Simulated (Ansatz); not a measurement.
## Au on the 1x1 (110) surface of rutile TiO2 (cut with top plane O), one in a 2x1 cell, started at the site 'top O'

Host crystal: rutile TiO2, with a band gap (PBE, scalar-relativistic without spin-orbit coupling).

The numbers are results of PBE (plane waves to 420 eV, PAW; Ansatz, a program for electronic structure), not measurements.

Slab: 49 atoms, 12.7 Å thick at the start under the adsorbate; k 4x3x1, smearing 0.01 eV, dipole-corrected; 24 atoms held, the rest relaxed; symmetry of the start imposed; spin-polarised, ending with about 0.9 μB a cell, a value that depends on the mesh; orders that need a larger cell were not tried, no spin-orbit, no U, no dispersion correction. The slab shows no gap over 0.04 eV on its mesh. At the end it is bonded to O. In PBE this state lies 0.03 eV over the lowest of the starts that converged ('over O at depth 1.2 Å').

```json
{
  "adsorption energy against an atom of fcc Au": "2.83 eV",
  "change_of_the_step_from_the_bottom_to_the_top_vacuum_level_against_the_clean_slab": "0.005 eV",
  "energy_released_by_relaxation": "0.13 eV",
  "height of the binding atom over the mean of the host atoms within 0.3 Å of the top one": "2.190 Å",
  "nearest_host_atoms_of_the_binding_atom": "O at 2.17 Å, Ti at 3.63 Å, Ti at 3.63 Å",
  "largest_move_of_a_host_atom": "0.05 Å"
}
```

A negative adsorption energy means that the adsorbate is more stable on the surface than in its reference.
